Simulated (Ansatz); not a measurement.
Rutile MgH2, relaxed in Ansatz (plane waves) with several semilocal functionals. Each gives its own volume and its own bulk modulus:

| level | V0 (Å³/atom) | bulk modulus (GPa) | ln V0 | ln B0 |
|---|---|---|---|---|
| LDA | 9.717 | 53.06 | 2.2739 | 3.9714 |
| PBEsol | 10.043 | 49.98 | 2.3069 | 3.9116 |
| PBE | 10.245 | 48.40 | 2.3268 | 3.8795 |

Question: Fit a straight line to ln B0 against ln V0. What does it predict for r²SCAN, whose volume is 10.043 Å³/atom?

Answer: With x = ln V0 and y = ln B0: means 2.30253 and 3.92083; Σ(Δx Δy) = -0.002491, Σ(Δx²) = 0.001428, so the slope is -1.74. At x = 2.3069 the line gives y = 3.92083 + (-1.74) × (2.3069 − 2.30253) = 3.9132, or 50.06 GPa. The run with r²SCAN gives 51.57 GPa, +3.0 % from the line. The rows used scatter about it by up to 0.2 %, while the largest value lies 10 % above the smallest. For comparison, PBE's own equation of state has B′ = 3.6, the slope −d ln B/d ln V at a fixed functional; the two needn't agree, since functionals also differ at one volume.

Measured: 49 ± 2 GPa (measured, room temperature, not corrected to a static lattice, measured on MgD2; as tabulated in abstract on rutile-type MgD2 by neutron diffraction to 9.3 GPa, listed at scite).

Ansatz's density-functional and Hartree–Fock values are scalar-relativistic unless marked +SOC, with PAW data made under PBE.

Ansatz is an electronic-structure program.
